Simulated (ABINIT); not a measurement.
ABINIT run on SrAlSi (P-6m2, 3 atoms in the cell): self-consistent single point.

Method of the run: LDA (PW92), norm-conserving pseudopotentials (PseudoDojo nc-sr-04 LDA standard) (plane waves; ABINIT 10.0.3).

```
SrAlSi
1.0
    4.24978     0.00000     0.00000
   -2.12489     3.68042     0.00000
    0.00000     0.00000     4.77950
Sr Al Si
1 1 1
Direct
  0.00000   0.00000   0.00000
  0.66667   0.33333   0.50000
  0.33333   0.66667   0.50000
```

Reference input (self-consistent single point, DFT, PBEsol, plane waves, norm-conserving pseudopotentials (PseudoDojo nc-sr-04 PBEsol standard)): pseudos = [Sr.upf, Al.upf, Si.upf]; ecut = 34 Ha; occopt = 7; tsmear = 0.00367493 Ha; ngkpt = 6 6 5; nshiftk = 1; shiftk = 0 0 0; potentials = PseudoDojo nc-sr-04 PBEsol standard; nband = 14; kptopt = 1; nstep = 50; toldfe = 1e-09 Ha. This run's input differs from it in these lines:

```diff
@@ -1,2 +1,2 @@
-# SrAlSi, PseudoDojo nc-sr-04 PBEsol standard
+# SrAlSi, PseudoDojo nc-sr-04 LDA standard
 pp_dirpath "./"
```

Its files differ too (potentials: PseudoDojo nc-sr-04 PBEsol standard → PseudoDojo nc-sr-04 LDA standard).

Output, abridged:

```
--- !BeginCycle
solver: {iscf: 7, nstep: 50, nline: 4, wfoptalg: 0, }
tolerances: {toldfe: 1.00E-09, }
...

     iter   Etot(hartree)      deltaE(h)  residm     vres2
 ETOT  1  -40.919828357302    -4.092E+01 3.165E-02 1.254E+02
 ETOT  2  -40.943314232780    -2.349E-02 2.804E-03 3.747E+00
 ETOT  3  -40.943817529766    -5.033E-04 1.275E-03 9.388E-02
 ETOT  4  -40.943824769242    -7.239E-06 1.423E-03 2.757E-03
 ETOT  5  -40.943824998255    -2.290E-07 5.941E-04 2.764E-05
 ETOT  6  -40.943825000745    -2.490E-09 4.476E-04 3.837E-07
 ETOT  7  -40.943825000792    -4.699E-11 6.019E-04 3.783E-08
 ETOT  8  -40.943825000797    -4.924E-12 3.579E-04 3.552E-10
 At SCF step    8, etot is converged :
  for the second time, diff in etot=  4.924E-12 < toldfe=  1.000E-09

 Cartesian components of stress tensor (hartree/bohr^3)
  sigma(1 1)=  9.66392860E-05  sigma(3 2)=  0.00000000E+00
  sigma(2 2)=  9.66392861E-05  sigma(3 1)=  0.00000000E+00
  sigma(3 3)=  1.23691039E-04  sigma(2 1)= -6.08943962E-14

 ----iterations are completed or convergence reached----

 reduced coordinates (array xred) for    3 atoms
       0.000000000000      0.000000000000      0.000000000000
       0.666666666667      0.333333333333      0.500000000000
       0.333333333333      0.666666666667      0.500000000000
 cartesian forces (eV/Angstrom) at end:
    1      0.00000000000000    -0.00000000000000    -0.00000000000000
    2     -0.00000000000000     0.00000000000000    -0.00000000000000
   [... lines left out ...]
 Fermi (or HOMO) energy (hartree) =   0.21784   Average Vxc (hartree)=  -0.34408
 Fermi (or HOMO) energy (eV) =   5.92762   Average Vxc (eV)=  -9.36286
   [... lines left out ...]
total_energy        : -4.09438250007966E+01
total_energy_eV     : -1.11413813879334E+03
band_energy         : -3.97433818132573E+00
...

-Cartesian components of stress tensor (GPa)         [Pressure= -3.1085E+00 GPa]
- sigma(1 1)=  2.84322548E+00  sigma(3 2)=  0.00000000E+00
- sigma(2 2)=  2.84322548E+00  sigma(3 1)=  0.00000000E+00
- sigma(3 3)=  3.63911540E+00  sigma(2 1)= -1.79157469E-09

 Calculation completed.
```

The run converged in 8 iterations. Against the reference run the pressure goes from -1.39 to -3.11 GPa.

The starting cell comes from a database of computed structures (which also holds hypothetical and non-ambient phases and stackings), without a prior relaxation at this level. With a pressure of about -3 GPa the cell is away from its equilibrium volume at this level.

Cost on one core of a shared machine: roughly 40 s.
